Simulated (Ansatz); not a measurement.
The parent structure is WC (space group P-6m2, No. 187; relaxed with 0.1 eV smearing).

```
WC
1.0
    2.91308     0.00000     0.00000
   -1.45654     2.52280     0.00000
    0.00000     0.00000     2.83585
W C
1 1
Direct
  0.00000   0.00000   0.00000
  0.66667   0.33333   0.50000
```

Cartesian axes are those of the cell as printed.

Calculations: r2SCAN (Ansatz, an electronic-structure program, PAW, no spin-orbit coupling), earlier PAW set.

For the base:

- Shortest interatomic distance = 4.157 bohr

It is then changed as follows: compressive biaxial strain of 1.50 % in the plane normal to [001], as in epitaxy on a mismatched substrate; the out-of-plane cell vector and the atoms relax.

**Question.** Estimate the effect on the in-plane stress.

**Answer.** The mean in-plane stress (compression positive) is +14.7 GPa.

**Question.** Estimate the effect on the out-of-plane strain.

**Answer.** The out-of-plane strain comes out as +0.54 %.

**Question.** What happens to the shortest interatomic distance?

**Answer.** The shortest interatomic distance falls by 0.027 bohr, from 4.157 bohr to 4.130 bohr.

Whether these cells are dynamically stable was not tested. All final runs are without spin polarisation.
